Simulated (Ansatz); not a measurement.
The starting structures come from a database of crystals and need not be the phases stable at ambient conditions.

 Where the default PAW files enter, the runs use the earlier of Ansatz's two default sets.

Input:

```xyz
4
Lattice="4.2976 0.0000 0.0000 -2.1488 3.7219 0.0000 0.0000 0.0000 7.0079" Properties=species:S:1:pos:R:3 pbc="T T T"
Cd     0.0000     0.0000     3.4355
Cd     0.0000     2.4812     0.0676
Se     0.0000     2.4812     4.3852
S      0.0000     0.0000     0.8576
```

Space group of this cell: P3m1. The cell is taken as given; by r2SCAN its mean pressure is -1.7 GPa.

The current runs along the normal of the first two printed vectors, the (001) plane. All runs by Ansatz (an electronic-structure program), plane waves and PAW, without spin-orbit coupling; the base is r2SCAN.

| run | mean pressure (GPa) | gap (eV) | mid-gap κ (1/Å) |
|---|---|---|---|
| base | -1.7 | 1.15 | 0.098 |
| all lengths scaled by 0.98 | 1.6 | 1.29 | 0.106 |
| all lengths scaled by 1.02 | -4.2 | … | … |
| lda in place of r2scan | -4.8 | 0.41 | 0.045 |
| lengths across the current scaled by 0.98, ions clamped | 0.4 | … | … |
| lengths across the current scaled by 1.02, ions clamped | -3.4 | 1.08 | 0.092 |
| lengths along the current scaled by 0.97, ions clamped | -0.1 | … | … |
| lengths along the current scaled by 1.03, ions clamped | -3.0 | 1.02 | 0.094 |
| pbesol in place of r2scan | -2.9 | 0.56 | 0.057 |

Q: What belongs in the gaps?

A: 
- all lengths scaled by 1.02, gap (eV): 1.00
- all lengths scaled by 1.02, mid-gap κ (1/Å): 0.089
- lengths across the current scaled by 0.98, ions clamped, gap (eV): 1.20
- lengths across the current scaled by 0.98, ions clamped, mid-gap κ (1/Å): 0.103
- lengths along the current scaled by 0.97, ions clamped, gap (eV): 1.27
- lengths along the current scaled by 0.97, ions clamped, mid-gap κ (1/Å): 0.102
